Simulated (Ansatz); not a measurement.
Cubic perovskite CsCdCl3, treated with r²SCAN0 (Ansatz, an electronic-structure program, PAW).

Numerical settings: plane-wave cutoff 520 eV, 6×6×6 k mesh, Fermi–Dirac smearing 0.01 eV, scalar-relativistic PAW data made under PBE.

Cell (measured lattice):

```
CELL_PARAMETERS angstrom
      5.21000     0.00000     0.00000
      0.00000     5.21000     0.00000
      0.00000     0.00000     5.21000
ATOMIC_POSITIONS crystal
  Cs 0.00000 0.00000 0.00000
  Cd 0.50000 0.50000 0.50000
  Cl 0.50000 0.00000 0.50000
  Cl 0.00000 0.50000 0.50000
  Cl 0.50000 0.50000 0.00000
```

**Question.** Predict the band gap and smallest direct gap on the k points sampled.

**Answer.** 
- band gap: 4.37 eV (on the SCF k mesh)
- smallest direct gap on the k points sampled: 5.03 eV

Note: cell and atoms aren't relaxed at this level (pressure 0.7 GPa).

Spin–orbit coupling is not included.

The computed numbers hold no vibrational or temperature effects.
